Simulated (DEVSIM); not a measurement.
Structure: Si n-p junction from an implanted or diffused profile, at 250 K.

| layer (left to right) | material | thickness (μm) | Na (cm⁻³) | τn (s) | τp (s) |
|---|---|---|---|---|---|
| 1 | Si | 120 | 1.1e16 | 2.2e-5 | 2.2e-5 |

Added donor profile: 2.1e18 cm⁻³ × exp(−(x − 0.12 μm)²/(2·(0.04 μm)²)). Left contact: ohmic. Right contact: ohmic. Voltage is applied to the left contact. Recombination: SRH at mid-gap. Gap narrowing is on: ΔEg = 6.92 meV × (l + √(l² + 0.5)), l = ln(N/1.3e17 cm⁻³), shared equally by both band edges. Mobility is μmin + (μ − μmin)/(1 + (N/Nref)^α).

Constants are typed, rounded textbook-type inputs, not results; the design itself was drawn at random and stands for no fabricated device. Values at 300 K; Nc and Nv go as T^1.5, mobilities as T to minus their exponent, the gap by Varshni's rule with the affinity fixed.

| parameter | Si |
|---|---|
| gap (eV) | 1.124 |
| affinity (eV) | 4.05 |
| permittivity | 11.7 |
| Nc (cm⁻³) | 2.86e19 |
| Nv (cm⁻³) | 3.1e19 |
| μn (cm²/Vs) | 1417 |
| μp (cm²/Vs) | 470 |
| μn,min | 52 |
| μp,min | 45 |
| Nref,n | 9.7e16 |
| Nref,p | 2.2e17 |
| αn | 0.68 |
| αp | 0.72 |
| T exponent of μn | 2.3 |
| T exponent of μp | 2.2 |
| Varshni α (eV/K) | 0.000473 |
| Varshni β (K) | 636 |

Model (solved in DEVSIM): 1D drift-diffusion, Boltzmann statistics, complete ionisation; no tunnelling, impact ionisation, image-force lowering or self-heating.

The minority lifetime in layer 1 was swept, all else fixed.

| minority lifetime in layer 1 (s) | dark forward voltage at 100 A/cm² (V) |
|---|---|
| 6.6e-7 | 1.064 |
| 2.2e-6 | 1.063 |
| 6.6e-6 | 1.061 |
| 2.2e-5 | 1.059 |
| 6.6e-5 | 1.058 |
| 0.00022 | 1.057 |
| 0.00066 | 1.057 |

From the first row to the last the dark forward voltage at 100 A/cm² goes from 1.064 to 1.057.
